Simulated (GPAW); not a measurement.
Input and output of a self-consistent single point for Cu (Fm-3m, 1 atom in the cell) (GPAW)

Level of theory: PBE, GPAW PAW datasets PBE (gpaw-data 1.0.1) (plane waves; GPAW).

This input was run:

```python
from ase import Atoms
from ase.units import GPa
from gpaw import GPAW

atoms = Atoms(['Cu'],
              cell=[[0.000000, 1.806602, 1.806602],
                    [1.806602, 0.000000, 1.806602],
                    [1.806602, 1.806602, 0.000000]],
              scaled_positions=[[0.000000, 0.000000, 0.000000]],
              pbc=True)

calc = GPAW(mode={'name': 'pw', 'ecut': 850},
            xc='PBE',
            kpts={'size': (16, 16, 16), 'gamma': True},
            occupations={'name': 'fermi-dirac', 'width': 0.136},
            nbands=-9,
            convergence={'forces': 0.001},
            symmetry={'symmorphic': False, 'tolerance': 0.0005},
            maxiter=120,
            txt='-')

atoms.calc = calc

energy = atoms.get_potential_energy()
print('Energy (eV):', round(energy, 6))
forces = atoms.get_forces()
print('Forces (eV/Ang):')
print(forces.round(5))
stress = atoms.get_stress()
print('Stress (GPa, Voigt):', (stress / GPa).round(4))
```

Output, abridged:

```
Input parameters:
  convergence: {forces: 0.001}
  kpts: {gamma: True,
         size: (16, 16, 16)}
  maxiter: 120
  mode: {ecut: 850,
         name: pw}
  nbands: -9
  occupations: {name: fermi-dirac,
                width: 0.136}
  symmetry: {symmorphic: False,
             tolerance: 0.0005}
  xc: PBE

species:
  Cu:
    name: Copper
    Z: 29.0
    valence: 11
    core: 18
    charge: 0.0
    file: Cu.PBE.gz

    # Using partial waves for Cu as LCAO basis

Reference energy: -45021.451841  # eV

Spin-paired calculation

Convergence criteria:
 Maximum [total energy] change in last 3 cyles: 0.0005 eV / valence electron
 Maximum integral of absolute [dens]ity change: 0.0001 electrons / valence electron
 Maximum integral of absolute [eigenst]ate change: 4e-08 eV^2 / valence electron
 Maximum change in the atomic [forces] across last 2 cycles: 0.001 eV/Ang OR
Maximum error relative to the maximum force is below inf
 Maximum number of scf [iter]ations: 120

Symmetries present (total): 48
Symmetries with fractional translations: 0
4096 k-points: 16 x 16 x 16 Monkhorst-Pack grid + [1/32,1/32,1/32]
145 k-points in the irreducible part of the Brillouin zone
       k-points in crystal coordinates                weights
   0:     0.00000000    0.00000000    0.00000000          1/4096
   1:     0.06250000    0.06250000    0.00000000          6/4096
   2:     0.06250000    0.06250000    0.06250000          8/4096
   [... 7 lines left out ...]
          ...
 144:     0.50000000    0.50000000    0.50000000          4/4096

Wave functions: Plane wave expansion
  Cutoff energy: 850.000 eV
  Number of coefficients (min, max): 645, 684
  Pulay-stress correction: 0.000000 eV/Ang^3 (de/decut=0.000000)

Occupation numbers: Fermi-Dirac:
  width: 0.1360  # eV

Eigensolver

Densities:
  Coarse grid: 18*18*18 grid
  Fine grid: 36*36*36 grid
  Total Charge: 0.000000

Density mixing:
  Method: separate
  Backend: pulay
  Linear mixing parameter: 0.05
  old densities: 5
  Damping of long wavelength oscillations: 50

Hamiltonian:
  XC and Coulomb potentials evaluated on a 36*36*36 grid
  External potential:
    NoExternalPotential

XC parameters: PBE with 2 nearest neighbor stencil

Number of atoms: 1
Number of atomic orbitals: 9
Number of bands in calculation: 14
Number of valence electrons: 11
Bands to converge: occupied

Density initialized from atomic densities
  9 bands from LCAO basis set
  5 bands from random numbers

Atomic positions and initial magnetic moments

Positions:
   0 Cu     0.000000    0.000000    0.000000    ( 0.0000,  0.0000,  0.0000)

Unit cell:
           periodic     x           y           z      points  spacing
  1. axis:    yes    0.000000    1.806602    1.806602    18     0.1159
  2. axis:    yes    1.806602    0.000000    1.806602    18     0.1159
  3. axis:    yes    1.806602    1.806602    0.000000    18     0.1159

  Lengths:   2.554921   2.554921   2.554921
  Angles:   60.000000  60.000000  60.000000

Effective grid spacing dv^(1/3) = 0.1265

     iter     time        total  log10-change:
                         energy   eigst   dens  force
iter:   1 --:--:--    -4.661093
iter:   2 --:--:--    -4.293675   -2.45  -1.18
iter:   3 --:--:--    -3.733284   -1.72  -1.27
iter:   4 --:--:--    -3.731793   -3.88  -1.84
iter:   5 --:--:--    -3.708298   -3.14  -1.90
iter:   6 --:--:--    -3.708334   -4.17  -3.22
iter:   7 --:--:--    -3.708561c  -4.56  -3.27
iter:   8 --:--:--    -3.708316c  -5.20  -2.84
iter:   9 --:--:--    -3.708315c  -7.24  -4.06c
iter:  10 --:--:--    -3.708316c  -8.31c -4.36c
iter:  11 --:--:--    -3.708316c  -8.30c -4.45c -23.01c

Converged after 11 iterations.

Dipole moment: (0.000000, 0.000000, 0.000000) |e|*Ang

Energy contributions relative to reference atoms: (reference = -45021.451841)

Kinetic:        -12.674183
Potential:       +9.956236
External:        +0.000000
XC:              -1.070936
Entropy (-ST):   -0.018460
Local:           +0.089797
SIC:             +0.000000
--------------------------
Free energy:     -3.717546
Extrapolated:    -3.708316

Showing only first 2 kpts
 Kpt  Band  Eigenvalues  Occupancy
  0     3      5.04029    2.00000
  0     4      5.86002    2.00000
  0     5      5.86002    2.00000
  0     6     31.07706    0.00000

  1     3      5.08498    2.00000
  1     4      5.80941    2.00000
  1     5      5.88045    2.00000
  1     6     30.36999    0.00000

Fermi level: 8.05973

No gap
No difference between direct/indirect transitions
Energy (eV): -3.708316

Forces in eV/Ang:
  0 Cu    0.00000    0.00000    0.00000

Stress tensor:
    -0.019716    -0.000000    -0.000000
    -0.000000    -0.019716    -0.000000
    -0.000000    -0.000000    -0.019716
Stress (GPa, Voigt): [-3.1588 -3.1588 -3.1588 -0.     -0.     -0.    ]
```

The run converged in 11 iterations. GPAW prints stress with tension positive.

The starting cell comes from a database of computed structures (which also holds hypothetical and non-ambient phases and stackings), without a prior relaxation at this level. Its lattice was rescaled by a random factor within 2.5 % of one. Spin polarisation is off. With a pressure of about 3 GPa the cell is away from its equilibrium volume at this level.
